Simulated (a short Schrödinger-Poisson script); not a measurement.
Structure: symmetric double-gate stack, SiO2 on p-type Si(100), at 300 K.

| layer | material | thickness (nm) | Na (cm⁻³) |
|---|---|---|---|
| 1 | SiO2 | 1.1 | - |
| 2 | Si | 2 | 4e17 |
| 3 | SiO2 | 1.1 | - |

The device is made up for the run: typed textbook-type constants, with dimensions and the other settings drawn at random. SiO2: permittivity 3.9, conduction-band edge (eV) 3.15, gap (eV) 9, electron mass (mₑ) 0.5. Si: permittivity 11.7, conduction-band edge (eV) 0, gap (eV) 1.124, Nv at 300 K (cm⁻³) 3.1e19.

Channel valleys (confinement mass, in-plane density-of-states mass, number): Δ2 0.916, 0.19, 2; Δ4 0.19, 0.417, 4. At the gates, both at one voltage, the conduction-band edge of layer 1 lies 3.22 eV − eVg above the Fermi level of the channel. Gaps are held at their typed values at every temperature. Mesh 0.03 nm at interfaces.

Solved with a short Schrödinger-Poisson script written for these runs: 1D Poisson equation in equilibrium, electrons classical, Fermi-Dirac, parabolic valleys, classical holes, full ionisation, no traps, pinning or gate leakage.

The same stack at other levels of the model or other numerical settings:

```
run                                        sheet density of all electrons at Vg = 0.75 V (cm⁻²)  sheet density of all electrons at Vg = 0.15 V (cm⁻²)  capacitance of both gates at Vg = 0.75 V (μF/cm²)  gate voltage at 1e11 electrons/cm² (V)  rough cost against the base
-----------------------------------------  ----------------------------------------------------  ----------------------------------------------------  -------------------------------------------------  --------------------------------------  ---------------------------
base                                                                                    2.19e13                                               3.10e12                                               5.29                                   -0.03                      about 1
electrons treated as classical, Boltzmann                                               2.36e13                                               3.25e12                                               5.80                                   -0.03                          0.5
electrons treated as quantum, Hartree                                                   1.67e13                                               9.06e11                                               4.70                                    0.07                            6
mesh six times as coarse                                                                2.14e13                                               3.02e12                                               5.19                                   -0.02                      about 1
```

The classical rows ignore confinement, and Boltzmann statistics overrate the density once the band edge passes the Fermi level.
